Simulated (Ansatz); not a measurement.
# A computed series for CaF2: pressure series

The parent structure is CaF₂ in the fluorite structure (space group Fm-3m, No. 225; a = 5.511 Å).

Cell and atoms are relaxed at each pressure.

Computed with PBE, PAW, 420 eV (Ansatz, a first-principles code; scalar-relativistic without spin-orbit coupling).

Computed cases, in order: pressure −2 GPa; pressure −1 GPa; 0 GPa (base); pressure 1.8 GPa; pressure 4.2 GPa; pressure 9 GPa; pressure 18 GPa; pressure 30 GPa; pressure 45 GPa; pressure 60 GPa.

**Question.** Between which two neighbouring cases does the gap turn between direct and indirect?

**Answer.** Between pressure 30 GPa (8.61 eV, indirect, X → Γ) and pressure 45 GPa (8.84 eV, direct at X). The whole series: pressure −2 GPa: 6.98 eV, indirect, X → Γ; pressure −1 GPa: 7.07 eV, indirect, X → Γ; 0 GPa (base): 7.14 eV, indirect, X → Γ; pressure 1.8 GPa: 7.27 eV, indirect, X → Γ; pressure 4.2 GPa: 7.43 eV, indirect, X → Γ; pressure 9 GPa: 7.71 eV, indirect, X → Γ; pressure 18 GPa: 8.15 eV, indirect, X → Γ; pressure 30 GPa: 8.61 eV, indirect, X → Γ; pressure 45 GPa: 8.84 eV, direct at X; pressure 60 GPa: 8.98 eV, direct at X.

Load acts through the strain it causes; cell and atoms are relaxed under it. Stability against distortions was not tested. Competing high-pressure phases were not computed.
